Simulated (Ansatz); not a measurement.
The parent structure is MgO in the rock salt structure (space group Fm-3m, No. 225; a = 4.254 Å). Axes: x, y, z lie along the cube axes.

All numbers come from plane-wave PAW DFT at the PBE level (Ansatz, a first-principles code, 420 eV), no spin-orbit coupling.

The change: the cell is scaled by 1.0200 in all directions; the atoms relax in the strained cell.

Problem. Predict the stress tensor and what it implies for the stiffness.

Solution. Stress of the strained cell less that of the base (GPa, compression positive):
```
  -7.84    0.00    0.00
   0.00   -7.84    0.00
   0.00    0.00   -7.84
```

Then B = −ΔP/(ΔV/V₀) with ΔV/V₀ = 0.0612 gives secant stiffness values (nonlinear terms included at this strain): B ≈ 128 GPa.

As a check, the harmonic strain energy −½ V₀ Δσ:ε is 14 meV/atom; the computed energy rise is 15 meV/atom.

Stability against distortions was not tested.
